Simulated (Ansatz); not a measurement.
Defect migration in rutile-type MgF2: F vacancy, charge state +1. Calculation: PBE, PAW (plane waves to 420 eV; Ansatz, a first-principles code).

Cell of 72 host sites held at the relaxed PBE lattice; the Γ point alone; Fermi-Dirac width 0.01 eV, spin-restricted; finite-size errors left in. No zero-point or tunnelling terms. The charge state is imposed; whether it is stable for some Fermi level was not computed. Forms of the defect that were not tried may lie lower.

Barriers: single points on a 2×2×2 k-point mesh shifted by half a step at the bands' geometries.

The step: one F atom jumps into the vacancy from a nearby F site. Atoms about the jump, Cartesian Å from the middle of the jump, before and after:

```tsv
atom	x0	y0	z0	x1	y1	z1
F1	0.83	0.82	0.00	-0.83	-0.82	0.00
Mg2	0.14	0.14	-1.70	-0.14	-0.14	-1.70
Mg3	0.14	0.14	1.70	-0.14	-0.14	1.70
F4	-1.41	1.36	1.52	-1.36	1.41	1.52
F5	-1.41	1.37	-1.52	-1.36	1.41	-1.52
F6	1.36	-1.41	-1.52	1.41	-1.36	-1.52
F7	1.36	-1.41	1.52	1.41	-1.37	1.52
Mg8	-2.36	2.35	0.00	-2.35	2.36	0.00
Mg9	2.35	-2.36	0.00	2.36	-2.35	0.00
F10	0.98	0.97	-3.20	0.89	0.89	-3.06
F11	-0.89	-0.89	-3.06	-0.97	-0.97	-3.20
F12	-0.89	-0.89	3.06	-0.98	-0.97	3.20
F13	0.97	0.97	3.20	0.89	0.89	3.06
Mg14	2.34	2.34	0.00	2.53	2.54	0.00
Mg15	-2.53	-2.54	0.00	-2.34	-2.34	0.00
```

**Question.** Give the saddle-point geometry and the barrier.

**Answer.** 
```csv
atom,x,y,z
F1,0.00,0.00,0.00
Mg2,0.00,0.00,-1.81
Mg3,0.00,0.00,1.81
F4,-1.43,1.43,1.61
F5,-1.43,1.43,-1.61
F6,1.42,-1.42,-1.61
F7,1.42,-1.42,1.61
Mg8,-2.33,2.33,0.00
Mg9,2.33,-2.33,0.00
F10,0.95,0.95,-3.17
F11,-0.95,-0.95,-3.17
F12,-0.95,-0.95,3.17
F13,0.95,0.95,3.17
Mg14,2.47,2.47,0.00
Mg15,-2.47,-2.47,0.00
```
It lies 0.54 eV above the start and 0.54 eV above the end. The program found a first-order saddle point.
